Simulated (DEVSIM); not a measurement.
Structure: abrupt Si p-n junction, at 300 K.

| layer (left to right) | material | thickness (μm) | Nd (cm⁻³) | Na (cm⁻³) | τn (s) | τp (s) |
|---|---|---|---|---|---|---|
| 1 | Si | 7.30 | - | 1.6e16 | 2.4e-7 | 2.4e-7 |
| 2 | Si | 250 | 3.6e15 | - | 2.4e-7 | 2.4e-6 |

Left contact: ohmic. Right contact: ohmic. Voltage is applied to the left contact. Recombination: SRH at mid-gap, Auger. Mobility is constant in doping.

Constants are typed, rounded textbook-type inputs, not results; the design itself was drawn at random and stands for no fabricated device. Values at 300 K.

| parameter | Si |
|---|---|
| gap (eV) | 1.124 |
| affinity (eV) | 4.05 |
| permittivity | 11.7 |
| Nc (cm⁻³) | 2.86e19 |
| Nv (cm⁻³) | 3.1e19 |
| μn (cm²/Vs) | 1417 |
| μp (cm²/Vs) | 470 |
| Cn (cm⁶/s) | 2.8e-31 |
| Cp (cm⁶/s) | 9.9e-32 |

Simulated with DEVSIM: 1D drift-diffusion, Boltzmann statistics, complete ionisation; no tunnelling, impact ionisation, image-force lowering or self-heating.

Tabulate band edges, carrier densities and field at -5.0 V on the left contact.

Energies count from the Fermi level of the right contact; mesh points crowd at the junctions.

| x (μm) | Ec (eV) | Ev (eV) | n (cm⁻³) | p (cm⁻³) | field (V/cm) |
|---|---|---|---|---|---|
| 0.000 | 5.928 | 4.804 | 7300 | 1.6e16 | ≈ 0 |
| 0.05416 | 5.928 | 4.804 | 7200 | 1.6e16 | ≈ 0 |
| 0.2297 | 5.928 | 4.804 | 7000 | 1.6e16 | ≈ 0 |
| 0.7985 | 5.928 | 4.804 | 6400 | 1.6e16 | ≈ 0 |
| 3.936 | 5.928 | 4.804 | 3200 | 1.6e16 | ≈ 0 |
| 6.279 | 5.928 | 4.804 | 770 | 1.6e16 | ≈ 0 |
| 7.002 | 5.916 | 4.792 | < 1e2 | 1.0e16 | -3500 |
| 7.258 | 5.143 | 4.019 | 2300 | 19000 | -61000 |
| 7.304 | 4.832 | 3.708 | 2900 | 12000 | -71000 |
| 7.368 | 4.386 | 3.262 | 3300 | 11000 | -68000 |
| 7.577 | 3.090 | 1.966 | 5100 | 11000 | -56000 |
| 8.757 | 0.234 | -0.890 | 3.4e15 | 110 | -230 |
| 12.11 | 0.232 | -0.892 | 3.6e15 | 2000 | ≈ 0 |
| 23.07 | 0.232 | -0.892 | 3.6e15 | 7600 | ≈ 0 |
| 81.78 | 0.232 | -0.892 | 3.6e15 | 24000 | ≈ 0 |
| 192.2 | 0.232 | -0.892 | 3.6e15 | 31000 | ≈ 0 |
| 237.4 | 0.232 | -0.892 | 3.6e15 | 32000 | ≈ 0 |
| 251.2 | 0.232 | -0.892 | 3.6e15 | 32000 | ≈ 0 |
| 256.1 | 0.232 | -0.892 | 3.6e15 | 32000 | ≈ 0 |
| 256.9 | 0.232 | -0.892 | 3.6e15 | 32000 | ≈ 0 |
| 257.2 | 0.232 | -0.892 | 3.6e15 | 32000 | ≈ 0 |
| 257.3 | 0.232 | -0.892 | 3.6e15 | 32000 | ≈ 0 |
